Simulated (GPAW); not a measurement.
GPAW run on TiO (P-6m2, 2 atoms in the cell): self-consistent single point.

Computed with PBEsol+U, GPAW PAW datasets PBEsol (made by gpaw-setup) (plane waves; GPAW).

```yaml
crystal:
  lattice:
    - [2.82253, 0.00000, 0.00000]
    - [-1.41126, 2.44438, 0.00000]
    - [0.00000, 0.00000, 2.83628]
  atoms:
    - { symbol: Ti, position: [0.66667, 0.33333, 0.00000] }
    - { symbol: O, position: [0.00000, 0.00000, 0.50000] }
```

Reference input (self-consistent single point, DFT PBEsol, plane waves, GPAW PAW datasets PBEsol (made by gpaw-setup)): mode = pw; ecut = 950 eV; xc = PBEsol; kpts = 13 13 12; mesh shift (steps) = 0 0 0; occupations.name = fermi-dirac; occupations.width = 0.1 eV; nbands = -10; symmetry.symmorphic = false; symmetry.tolerance = 0.0005; maxiter = 150. This run's input differs from it in these lines:

```diff
@@ -14,2 +14,3 @@
             xc='PBEsol',
+            setups={'Ti': ':d,6.0'},
             kpts={'size': (13, 13, 12), 'gamma': True},
```

Output (repeated stretches shortened):

```
     iter     time        total  log10-change:
                         energy   eigst   dens
iter:   1 --:--:--   -14.361312
iter:   2 --:--:--   -13.942162   -1.51  -1.10
iter:   3 --:--:--   -13.024105   -1.60  -1.16
iter:   4 --:--:--   -13.106451   -2.95  -1.45
iter:   5 --:--:--   -13.161575   -2.34  -1.55
iter:   6 --:--:--   -13.159883   -3.46  -2.06
iter:   7 --:--:--   -13.183384   -2.78  -2.14
iter:   8 --:--:--   -13.184508   -4.62  -2.70
iter:   9 --:--:--   -13.192593   -3.60  -2.79
iter:  10 --:--:--   -13.192544c  -5.26  -3.03
iter:  11 --:--:--   -13.193078c  -5.40  -3.09
iter:  12 --:--:--   -13.195358c  -4.73  -3.10
iter:  13 --:--:--   -13.196141c  -5.29  -3.21
iter:  14 --:--:--   -13.196251c  -6.42  -3.31
iter:  15 --:--:--   -13.196714c  -5.57  -3.35
iter:  16 --:--:--   -13.196883c  -6.15  -3.41
iter:  17 --:--:--   -13.197672c  -4.28  -3.42
iter:  18 --:--:--   -13.197678c  -5.45  -4.14c
iter:  19 --:--:--   -13.197678c  -7.22  -4.25c
iter:  20 --:--:--   -13.197675c  -6.80  -4.30c
iter:  21 --:--:--   -13.197676c  -7.35  -4.50c
iter:  22 --:--:--   -13.197676c  -7.78c -4.61c
Converged after 22 iterations.

Dipole moment: (2.508701, -1.448399, 0.000000) |e|*Ang

Energy contributions relative to reference atoms: (reference = -25231.714584)

Kinetic:        +15.084433
Potential:      -16.005690
External:        +0.000000
XC:             -12.580461
Entropy (-ST):   -0.001817
Local:           +0.304951
SIC:             +0.000000
--------------------------
Free energy:    -13.198584
Extrapolated:   -13.197676

Showing only first 2 kpts
 Kpt  Band  Eigenvalues  Occupancy
  0     7      6.73228    2.00000
  0     8      8.83515    2.00000
  0     9     13.32054    0.00099
  0    10     14.43608    0.00000

  1     7      6.74979    2.00000
  1     8      9.27334    2.00000
  1     9     13.55185    0.00010
  1    10     14.25963    0.00000

Fermi level: 12.55902

No gap
No difference between direct/indirect transitions
Energy (eV): -13.197676

Forces in eV/Ang:
  0 Ti    0.00000    0.00000    0.00000
  1 O     0.00000    0.00000    0.00000

Stress tensor:
    -0.050494     0.000000     0.000000
     0.000000    -0.050494     0.000000
     0.000000     0.000000     0.005915
Stress (GPa, Voigt): [-8.0901 -8.0901  0.9477  0.      0.      0.    ]
```

The run converged in 22 iterations. GPAW prints stress with tension positive. 

At such cutoffs GPAW's stress carries a finite-basis (Pulay) error, which enters relaxed cells too; its log prints stress with tension positive.

The starting cell comes from a database of computed structures (which also holds hypothetical and non-ambient phases and stackings), without a prior relaxation at this level. Its lattice was rescaled by a random factor within 2.5 % of one. Spin polarisation is off, so a magnetic state, if there is one, cannot be reached. The U value is a test value, and with U on an open shell several self-consistent states can exist.

Cost on one core of a shared machine: roughly 2 min.
